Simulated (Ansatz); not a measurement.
## Pressure series in NbSi2

The reference is NbSi$_{2}$ (space group P6_222, No. 180; a = 4.8105 Å, c = 6.6185 Å).

Cell and atoms are relaxed at each pressure.

Level of theory: plane-wave PAW DFT at the PBE level (Ansatz, a program for electronic structure, 420 eV), without spin-orbit coupling.

Notes on the quantities. enthalpy: H = E + PV relative to the base's energy.

| change | volume per atom | enthalpy |
|---|---|---|
| base | 14.74 Å³ | – |
| pressure −2 GPa | 14.91 Å³ | -0.19 eV/atom |
| pressure −1 GPa | 14.82 Å³ | -0.09 eV/atom |
| pressure 0.9 GPa | 14.66 Å³ | +0.08 eV/atom |
| pressure 2.1 GPa | 14.57 Å³ | +0.19 eV/atom |
| pressure 4.5 GPa | 14.38 Å³ | +0.41 eV/atom |
| pressure 9 GPa | 14.06 Å³ | +0.81 eV/atom |
| pressure 15 GPa | 13.69 Å³ | +1.33 eV/atom |
| pressure 22.5 GPa | 13.29 Å³ | +1.96 eV/atom |
| pressure 30 GPa | 12.94 Å³ | +2.57 eV/atom |

Load acts through the strain it causes; cell and atoms are relaxed under it. No phonon test of stability was made. No other phases were tried under pressure. The final runs are not spin-polarised. An odd electron count without spin: NbSi2.
